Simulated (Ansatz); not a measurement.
Base system: Al2O3 in the corundum structure (space group R-3c, No. 167; a = 4.774 Å, c = 13.015 Å (hexagonal axes)).

The values are results of Ansatz (a program for electronic structure), PBEsol, PAW, cutoff 420 eV, no spin-orbit coupling, not measurements.

Strains are applied to the cell and any free atomic positions relax.

One change was made to it. Results:

```json
[
 {"quantity": "mean gap deformation potential ΔEg/Δln V", "base": "–", "after": "-12.3 eV"},
 {"quantity": "energy relative to the base (free energy F)", "base": "0 meV/atom", "after": "+3.4 meV/atom"},
 {"quantity": "pressure (mean of the normal stresses, compression positive)", "base": "0.00 GPa", "after": "5.73 GPa"},
 {"quantity": "gap character", "base": "direct at Γ", "after": "direct at Γ"}
]
```

What was done to the base?
(A) isotropic strain −2.25 %
(B) isotropic strain −1.50 %
(C) isotropic strain −0.75 %

C, isotropic strain −0.75 %. For comparison, the energy relative to the base in the other runs: isotropic strain −2.25 % gives +32 meV/atom; isotropic strain −1.50 % gives +14 meV/atom.

Whether these cells are dynamically stable was not tested.
